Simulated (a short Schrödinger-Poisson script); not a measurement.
Stack: gated In0.52Al0.48As/In0.53Ga0.47As δ-doped gas in a quantum well, at 20 K.

```csv
layer,material,thickness (nm),Na (cm⁻³)
1,In0.52Al0.48As,8,-
2,In0.52Al0.48As,40,-
3,In0.53Ga0.47As,15,-
4,In0.52Al0.48As,4000,1e14
```

The device is made up for the run: typed textbook-type constants, with dimensions and the other settings drawn at random. In0.52Al0.48As: permittivity 12.5, conduction-band edge (eV) 0.52, gap (eV) 1.45, electron mass (mₑ) 0.075, Nv at 300 K (cm⁻³) 1.1e19. In0.53Ga0.47As: permittivity 13.9, conduction-band edge (eV) 0, gap (eV) 0.74, Nv at 300 K (cm⁻³) 7.7e18.

Channel valleys (confinement mass, in-plane density-of-states mass, number): Γ 0.041, 0.041, 1. At the gate the conduction-band edge of layer 1 lies 0.65 eV − eVg above the Fermi level of the channel; the field vanishes at the back. Sheet of ionised δ-doping: +3.3e12 e/cm² at 8 nm from the gate. The barrier under the gate holds no holes. Gaps are held at their typed values at every temperature. Mesh 0.08 nm at interfaces.

From a short Schrödinger-Poisson script (our own, NumPy): 1D Poisson equation in equilibrium, electrons quantum, Hartree (BenDaniel-Duke, 40 states a valley, the channel's in-plane mass for all, wave functions free to enter the barrier), parabolic valleys, classical holes, full ionisation, no traps, pinning or gate leakage.

Task: List the lowest subbands of each valley and their electrons at Vg = 0.4 V.

Result: 
```csv
valley,subband,energy from the Fermi level (meV),electrons (cm⁻²),share (%)
Γ,0,-42.9,7.34e11,100.0
Γ,1,13.0,1.56e7,0.0
Γ,2,35.5,< 1e6,0.0
```

All electrons: 7.34e11 cm⁻².
